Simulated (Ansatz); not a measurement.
Base system: PbSe in the rock salt structure (space group Fm-3m, No. 225; a = 6.041 Å). Axes: x, y, z lie along the cube axes.

Level of theory: LDA, PAW, 420 eV (Ansatz, an electronic-structure program; scalar-relativistic without spin-orbit coupling).

Strains are applied to the cell and any free atomic positions relax.

One change was made to it. Results:

| quantity | base | after |
|---|---|---|
| pressure (mean of the normal stresses, compression positive) | 0.0 GPa | -0.5 GPa |
| energy relative to the base (free energy F) | 0 meV/atom | +1.2 meV/atom |

Name the change that was made.
A) uniaxial strain ε_zz = +1.00 %
B) uniaxial strain ε_zz = +2.00 %
C) uniaxial strain ε_zz = −2.00 %
D) uniaxial strain ε_zz = −1.50 %
E) uniaxial strain ε_zz = +3.00 %

A, uniaxial strain ε_zz = +1.00 %. For comparison, the energy relative to the base in the other runs: uniaxial strain ε_zz = +2.00 % gives +4.8 meV/atom; uniaxial strain ε_zz = −2.00 % gives +5.6 meV/atom; uniaxial strain ε_zz = +3.00 % gives +10 meV/atom; uniaxial strain ε_zz = −1.50 % gives +3.1 meV/atom.

No phonon test of stability was made. The final runs are not spin-polarised.
